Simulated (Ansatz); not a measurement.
The reference is SnSe2 in the CdI2 type structure (space group P-3m1, No. 164; layered, stacked along the Cartesian z axis).

```
SnSe2
1.0
    3.79364     0.00000     0.00000
   -1.89682     3.28539     0.00000
    0.00000     0.00000     5.74382
Sn Se
1 2
Cartesian
  0.00000   0.00000   0.00000
  0.00000   2.19026   1.58542
  1.89682   1.09513   4.15839
```

Method: PBEsol-D3(BJ) (Ansatz, a quantum-chemistry and plane-wave program; PAW; 420 eV plane waves; spin-orbit coupling left out).

For the base:

```
Item                   Value
-------------------  -------
Smallest direct gap  0.68 eV
Gap character         absent
Pressure             0.0 GPa
```

Modification: every lattice vector is stretched by 1.00 %, atoms relaxed at fixed cell.

### Question
Predict the new largest internal atomic displacement, smallest direct gap, gap character, pressure and energy relative to the base.

### Answer
The largest internal atomic displacement comes out as 0.024 Å; the smallest direct gap shrinks by 0.12 eV to 0.56 eV; the gap character changes from absent to indirect, K–Γ (79 % along) → k = (0, 0.400, 1/3) in the run's primitive reciprocal basis; the pressure (mean of the normal stresses, compression positive) goes from zero to -1.4 GPa; the energy goes up by 3.3 meV/atom.

The cells carry an imposed strain or load. No phonon test of stability was made. The final runs are not spin-polarised. Gaps under 0.05 eV, about the width of the smearing, are given as zero. The zero or small gap of SnSe2 can change with the level of theory.
